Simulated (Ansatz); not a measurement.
As on the Al site (As_Al) in wurtzite AlN (start: the Al site; 96-site cell, 2×2×2 shifted sampling). Method: PBE, PAW (plane waves to 420 eV; Ansatz, a program for electronic structure). Total energies of the localised charge states, counted from that of charge +2, and their image corrections (point charge with alignment); the host's valence-band maximum lies at 6.942 eV on the cells' energy zero and its gap is 4.03 eV.

```csv
charge,moment (μB),E − E(first) (eV),correction (eV)
+2,not spin-polarised,0.000,1.138
+1,1.0,10.016,0.356
0,not spin-polarised,19.529,0.000
−1,1.0,29.936,0.060
```

Derive the transition levels above the valence-band maximum and say which of them are thermodynamic.

A level is the Fermi energy at which two charges have equal formation energy: ε(q/q′) = [E(q′) + corr(q′) − E(q) − corr(q)] / (q − q′) − E_VBM.
ε(+2/+1) = [(10.016 + 0.356) − (0.000 + 1.138)] / 1 − 6.942 = 2.29 eV
ε(+1/0) = [(19.529 + 0.000) − (10.016 + 0.356)] / 1 − 6.942 = 2.21 eV
ε(0/−1) = [(29.936 + 0.060) − (19.529 + 0.000)] / 1 − 6.942 = 3.52 eV
Charge +1 lies above the lower envelope where its neighbours cross, so the level that counts is ε(+2/0) = [(19.529 + 0.000) − (0.000 + 1.138)] / 2 − 6.942 = 2.25 eV.
Thermodynamic levels at least 0.1 eV inside the gap: (+2/0) at 2.25 eV; (0/−1) at 3.52 eV. Corrections reach 1.14 eV, so the outer levels may be off by several tenths of an eV. Charges with a result: +2, +1, 0, −1. Others weren't obtained, and one of them could lie lower, also by skipping a charge. Adjacent levels lie within 0.1 eV of each other, so whether the charge between them is stable isn't decided. Flagged in the runs: a host whose relaxation on this sampling wasn't shown to rest, a strain field that reaches the edge of the cell.
